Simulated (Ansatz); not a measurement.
Migration barriers: interstitial H in ordered Si6Ge2 alloy, charge state +1

Consider interstitial H in ordered Si6Ge2 alloy, charge state +1. Calculation: PBE, PAW (plane waves to 420 eV; Ansatz, a first-principles code).

Cell of 72 host sites held at the relaxed PBE lattice; a 2×2×2 k-point mesh shifted by half a step; Fermi-Dirac width 0.05 eV, spin-restricted; finite-size errors left in. Energies are static. The host is a small ordered model of a random alloy. The charge state is imposed; whether it is stable for some Fermi level was not computed. Sites that were not tried may lie lower.

```tsv
Route	Start site over the lowest site run (eV)	Hop (Å)	Forward barrier (eV)	Backward barrier (eV)	Neighbours at the start	Neighbours at the saddle	Saddle order
a concerted move, in which H travels most	0.02	1.90	0.37	0.37	Ge at 1.69; Si at 1.57 Å	2 Ge at 2.07; Si at 1.57 Å	not checked, on a symmetry element
a concerted move, in which H travels most	0.00	1.95	0.45	0.43	2 Si at 1.61 Å	Ge at 2.08; Si at 1.58, Si at 1.99 Å	not checked
```

Paths come from climbing-image nudged elastic band runs. Of the routes that converged and passed our checks, the lowest saddle point lies 0.39 eV above the lowest of the sites run (a concerted move, in which H travels most); other sites, such as split forms, and other routes may lie lower. A band can be held on a symmetry element, so unchecked saddle points there may be too high.

The whole set of runs took very roughly 7 core-hours.
